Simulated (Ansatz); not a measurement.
# Effect of pressure 3 GPa on BaTiO3

Take BaTiO$_{3}$ in the cubic perovskite structure (space group Pm-3m, No. 221; a = 3.935 Å) as the base.

Now apply this change: a hydrostatic pressure of 3 GPa.

Level of theory: LDA (Ansatz, an electronic-structure program; PAW; 420 eV plane waves; scalar-relativistic without spin-orbit coupling). k-mesh 8×8×8 (Γ-centred); smearing 0.05 eV (Fermi–Dirac).

| quantity | base | changed | shift |
|---|---|---|---|
| volume per atom | 12.18 Å³ | 12.00 Å³ | -0.18 Å³ |
| shortest interatomic distance | 1.967 Å | 1.958 Å | -0.0097 Å |
| band gap (an upper bound: an edge found on the path is not a true extremum; the changed cell) | 1.83 eV | 1.86 eV | +0.03 eV |

Cost of the whole job for the changed cell (relaxation, final SCF and bands): about 22 core-seconds (a rough figure).

Load acts through the strain it causes; cell and atoms are relaxed under it. Whether these cells are dynamically stable was not tested. The final runs are not spin-polarised. Many cubic perovskites are stable only at high temperature; tilts and polar distortions were not tested. This is not the structure that BaTiO3 has at room temperature and ambient pressure.
